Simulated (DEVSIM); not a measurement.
Device: Au/La2O3/SiO2/n-Si capacitor, at 300 K.

Layer 1 from the left is La2O3, thickness (nm) 28.0. Layer 2 from the left is SiO2, thickness (nm) 1.40. Layer 3 from the left is Si, thickness (nm) 7600, Nd (cm⁻³) 5.7e15.

Metal gate on the left, work function 5.1 eV. Fixed charge at the semiconductor interface 0 cm⁻² (in units of +e); no interface traps.

This is a model device: material constants are rounded textbook-type values typed into the input, and sizes, dopings and lifetimes were drawn at random. Values at 300 K.

La2O3: gap (eV) 5.8, affinity (eV) 1.8, permittivity 27. SiO2: gap (eV) 9, affinity (eV) 0.9, permittivity 3.9. Si: gap (eV) 1.124, affinity (eV) 4.05, permittivity 11.7, Nc (cm⁻³) 2.86e19, Nv (cm⁻³) 3.1e19.

Problem. Estimate by hand the flat-band voltage, the threshold voltage, and compare with a numerical solution.

Solution. 
- Flat-band voltage: C = 0.634 μF/cm², work-function difference 0.830 V; VFB = φms − qNf/C = 0.83 V; numerical 0.83 V.
- Threshold voltage: φF = 0.341 V, depletion charge √(4εqNφF) = 3.59e-8 C/cm²; VT = VFB − 2φF − Qd/C = 0.09 V; numerical 0.09 V.

DEVSIM, 1D Poisson equation in equilibrium, Boltzmann statistics, complete ionisation; no quantum confinement or tunnelling. Metal contacts follow the ideal Schottky-Mott rule: no Fermi-level pinning, no interface dipoles.
